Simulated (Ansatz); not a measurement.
An Ansatz (a quantum-chemistry and plane-wave program) run: Sn with a change (tensor shear ε_xy = +1.71 %); PBEsol in Ansatz (plane waves to 420 eV, PAW, no spin-orbit coupling).

Input:

Ansatz 0.2 input:
```yaml
crystal:
  lattice:
    - [0.0559185676, 3.2700916699, 3.2700916699]
    - [3.2700916699, 0.0559185676, 3.2700916699]
    - [3.3260102375, 3.3260102375, 0]
  atoms:
    - { symbol: Sn, position: [0, 0, 0] }
    - { symbol: Sn, position: [0.25, 0.25, 0.25] }
basis: { ecutwfc: 420, ecutrho_ratio: 4, xc_grid: 2, fft_grid_basis: typed }
kpoints: { mp_grid: { grid: [15, 15, 15] } }
hamiltonian:
  xc: pbesol
  dispersion: none
  pseudopotentials: { kind: paw }
scf: { occupations: { method: fermi_dirac, width: 0.1 }, convergence: { dr2_threshold: 0.0000000002 } }
relax: { f_tol: 0.005, max_steps: 50 }
output: { forces: true, stress: true }
checkpoint: { write: state.ck, write_every: 1000 }
```

Output (explanatory and most iteration lines left out):

```
Relaxation: its limit of steps is 50 (relax.max_steps)
Pseudopotential: Sn, paw, valence charge 14
Crystal: 2 atoms, lattice volume = 69.917 Å³
Basis set: ecut = 420 eV, 1379 PW (Γ), exchange–correlation on 64×64×64 points (8 copies of the dense FFT grid, shifted against one another)
Bands: 18, of which v1, the nominal top of the filled ones, is band 14 counted from 1 (13 counted from 0)
Symmetry: 8 space group operations
Space group: Imma (ITA 74), of the structure as read, at distance tolerance 4.1e-5 Å
k-points: 512 of 3375
Functional: x = pbesol(κ = 0.804, μ = 0.12345679012345678), c = pbesol(β = 0.046)
SCF iter   1: F=—  HF=-11899.500660 eV  |F-HF|=—  |Δ(HF+E_count)|=         —  Δρ=2.49e-3  dr2=4.75e-3  ethr=1.77e-3  ⟨swp⟩=5.9  Hψ=48169  notcnv=0
SCF iter   2: F=—  HF=-11899.497914 eV  |F-HF|=—  |Δ(HF+E_count)|=   2.75e-3  Δρ=1.51e-3  dr2=2.31e-3  ethr=1.70e-5  ⟨swp⟩=1.3  Hψ=14082  notcnv=0
SCF 1 converged in 10 iterations: F = -11899.497823 eV  dr2 = 2.03e-11
relax step   1: F+E_penalty+E_count = -11899.49782296 eV  Δ(F+E_penalty+E_count) = +0.000e0 eV  max|allowed force component| = 2.830e-1 eV/Å  Δτ_max = 0.0000 Å  (10 SCF iters, accepted)
Crystal: 2 atoms, lattice volume = 69.917 Å³
SCF iter   1: F=—  HF=-11899.492077 eV  |F-HF|=—  |Δ(HF+E_count)|=         —  Δρ=2.23e-3  dr2=1.58e-3  ethr=5.59e-6  ⟨swp⟩=2.0  Hψ=42070  notcnv=0
SCF iter   2: F=—  HF=-11899.491813 eV  |F-HF|=—  |Δ(HF+E_count)|=   2.63e-4  Δρ=1.25e-3  dr2=6.54e-4  ethr=5.59e-6  ⟨swp⟩=1.0  Hψ=9216  notcnv=0
SCF 2 converged in 9 iterations: F = -11899.491714 eV  dr2 = 1.18e-11
relax step   2: F+E_penalty+E_count = -11899.49171445 eV  Δ(F+E_penalty+E_count) = +6.109e-3 eV  max|allowed force component| = 4.106e-1 eV/Å  Δτ_max = 0.0475 Å  (9 SCF iters, rejected (line search))
Crystal: 2 atoms, lattice volume = 69.917 Å³
SCF iter   1: F=—  HF=-11899.503435 eV  |F-HF|=—  |Δ(HF+E_count)|=         —  Δρ=1.34e-3  dr2=5.73e-4  ethr=2.05e-5  ⟨swp⟩=4.0  Hψ=34090  notcnv=0
SCF iter   2: F=—  HF=-11899.503336 eV  |F-HF|=—  |Δ(HF+E_count)|=   9.92e-5  Δρ=7.47e-4  dr2=2.35e-4  ethr=2.05e-6  ⟨swp⟩=1.0  Hψ=13340  notcnv=0
SCF 3 converged in 9 iterations: F = -11899.503299 eV  dr2 = 9.71e-12
relax step   3: F+E_penalty+E_count = -11899.50329897 eV  Δ(F+E_penalty+E_count) = -5.476e-3 eV  max|allowed force component| = 6.206e-3 eV/Å  Δτ_max = 0.0189 Å  (9 SCF iters, accepted)
Crystal: 2 atoms, lattice volume = 69.917 Å³
SCF iter   1: F=—  HF=-11899.503302 eV  |F-HF|=—  |Δ(HF+E_count)|=         —  Δρ=2.01e-5  dr2=1.28e-7  ethr=4.51e-9  ⟨swp⟩=3.1  Hψ=26317  notcnv=0
SCF iter   2: F=—  HF=-11899.503302 eV  |F-HF|=—  |Δ(HF+E_count)|=   8.12e-7  Δρ=1.12e-5  dr2=5.24e-8  ethr=4.58e-10  ⟨swp⟩=1.1  Hψ=13447  notcnv=0
SCF 4 converged in 5 iterations: F = -11899.503302 eV  dr2 = 6.78e-11
relax step   4: F+E_penalty+E_count = -11899.50330161 eV  Δ(F+E_penalty+E_count) = -2.634e-6 eV  max|allowed force component| = 8.179e-7 eV/Å  Δτ_max = 0.0004 Å  (5 SCF iters, accepted)
SCF converged after 5 iterations
Free energy (F): -11899.503302 eV
Internal energy: -11899.497871 eV  (E = F + TS)
E sigma→0 (E₀):  -11899.500586 eV
Entropy (-TS):   -0.005431 eV (-2.715 meV/atom)
Fermi energy:    7.420773 eV
--- Forces (eV/Å), atoms counted from 1 ---
  atom   1  Sn     0.00000000     0.00000000    -0.00000082
  atom   2  Sn    -0.00000000    -0.00000000     0.00000082
--- Stress (GPa, compression-positive) ---
        0.028409      -0.923155       0.000000
       -0.923155       0.028409      -0.000000
        0.000000      -0.000000       0.007427
  P = ⅓ Tr σ = 0.0214 GPa (0.214 kbar)
--- Relaxed structure (4 steps of the walk, 3 accepted, 0 SCFs on fresh bases) ---
  atoms:
    - { symbol: Sn, position: [0.0029598558343053934, 0.0029598558343053943, -0.0029598558343053943] }
    - { symbol: Sn, position: [0.24704014416569467, 0.24704014416569467, 0.25295985583430536] }
```

The cells carry an imposed strain or load. Whether these cells are dynamically stable was not tested. The cell was made from Sn in the diamond structure (space group Fd-3m, No. 227) by this change: tensor shear ε_xy = +1.71 %.
